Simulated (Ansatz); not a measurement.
## Hypothetical P6_3/mmc SnS2, pressure series

Take SnS2 in the 2H-MoS2 type structure (space group P6_3/mmc, No. 194; a hypothetical phase, not in the database extracts checked; layered, stacked along the Cartesian z axis) as the base.

```
CELL_PARAMETERS angstrom
      3.58877     0.00000     0.00000
     -1.79438     3.10796     0.00000
      0.00000     0.00000    11.88899
ATOMIC_POSITIONS crystal
  Sn 0.33333 0.66667 0.25000
  Sn 0.66667 0.33333 0.75000
  S  0.33333 0.66667 0.61434
  S  0.66667 0.33333 0.11434
  S  0.66667 0.33333 0.38566
  S  0.33333 0.66667 0.88566
```

Cell and atoms are relaxed at each pressure.

Method: PBE-D3(BJ) in Ansatz (plane waves to 420 eV, PAW, no spin-orbit coupling), earlier PAW set.

Question: Only one of these has a band gap. Which?
A) pressure 0.9 GPa
B) pressure 30 GPa
C) pressure 22.5 GPa
D) pressure 15 GPa
E) pressure −1 GPa

Answer: E, pressure −1 GPa. Computed: pressure 0.9 GPa: zero; pressure 30 GPa: zero; pressure 22.5 GPa: zero; pressure 15 GPa: zero; pressure −1 GPa: 0.15 eV

Load acts through the strain it causes; cell and atoms are relaxed under it. No phonon test of stability was made. No other phases were tried under pressure. The final runs are not spin-polarised. The zero or small gap of SnS2 can change with the level of theory.

Ansatz is a first-principles code.
